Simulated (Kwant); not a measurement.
Model system: GaAs/Al0.3Ga0.7As stack with 3 barriers. One parabolic valley. Leads of mass 0.067 mₑ with the band edge at 0; grid 0.1 nm; bias 0 V, dropping linearly over the stack.

| layer | thickness (nm) | band offset (eV) | mass (mₑ) |
|---|---|---|---|
| 1 | 2.5 | 0.24 | 0.092 |
| 2 | 4.9 | 0 | 0.067 |
| 3 | 2.5 | 0.24 | 0.092 |
| 4 | 4.9 | 0 | 0.067 |
| 5 | 2.5 | 0.24 | 0.092 |

The device is made up for the run: typed textbook-type constants, with dimensions and the other settings drawn at random.

Model: one-band effective-mass tight-binding model in one dimension, coherent, no space charge (Kwant).

Sweep values stay those of the base run.

The thickness of the first barrier was swept, all else fixed.

```json
[
 {"thickness of the first barrier (nm)": "1.5", "transmission at E = 0.3600 eV": "0.87", "transmission at E = 0.2699 eV": "0.87", "transmission at E = 0.1799 eV": "0.011", "mean transmission over the sweep": "0.30"},
 {"thickness of the first barrier (nm)": "2", "transmission at E = 0.3600 eV": "0.84", "transmission at E = 0.2699 eV": "0.97", "transmission at E = 0.1799 eV": "0.0070", "mean transmission over the sweep": "0.29"},
 {"thickness of the first barrier (nm)": "2.5", "transmission at E = 0.3600 eV": "0.70", "transmission at E = 0.2699 eV": "1.00", "transmission at E = 0.1799 eV": "0.0046", "mean transmission over the sweep": "0.27"},
 {"thickness of the first barrier (nm)": "3", "transmission at E = 0.3600 eV": "0.56", "transmission at E = 0.2699 eV": "0.93", "transmission at E = 0.1799 eV": "0.0031", "mean transmission over the sweep": "0.25"}
]
```

From the first row to the last the transmission at E = 0.3600 eV goes from 0.87 to 0.56. From the first row to the last the transmission at E = 0.2699 eV goes from 0.87 to 0.93.
